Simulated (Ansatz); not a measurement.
Results of r²SCAN (plane waves, PAW; Ansatz, a quantum-chemistry and plane-wave program) for CaHfSe₃ (model structure, started from the cubic perovskite type, Pm-3m, No. 221, 5 atoms in the cell).

Settings: plane-wave cutoff 560 eV, 12×12×12 k mesh, Fermi–Dirac smearing 0.05 eV, scalar-relativistic PAW data made under PBE.

Cell (relaxed with PBEsol):

```yaml
crystal:
  lattice:
    - [5.12307, 0.00000, 0.00000]
    - [0.00000, 5.12307, 0.00000]
    - [0.00000, 0.00000, 5.12307]
  atoms:
    - { symbol: Ca, position: [0.00000, 0.00000, 0.00000] }
    - { symbol: Hf, position: [0.50000, 0.50000, 0.50000] }
    - { symbol: Se, position: [0.00000, 0.50000, 0.50000] }
    - { symbol: Se, position: [0.50000, 0.50000, 0.00000] }
    - { symbol: Se, position: [0.50000, 0.00000, 0.50000] }
```

Give the computed band gap.


band gap: 0.46 eV (on the SCF k mesh)

Note: the relaxation could raise the start's symmetry but not lower it, so the cell can be a saddle point; cell and atoms aren't relaxed at this level (pressure 1.8 GPa).

Spin–orbit coupling is not included.

Static lattice: no zero-point or thermal effects.

A model structure was made by putting elements into a prototype or built by hand; it is no filed structure, need not be a known phase, and can be a saddle point held by its symmetry.
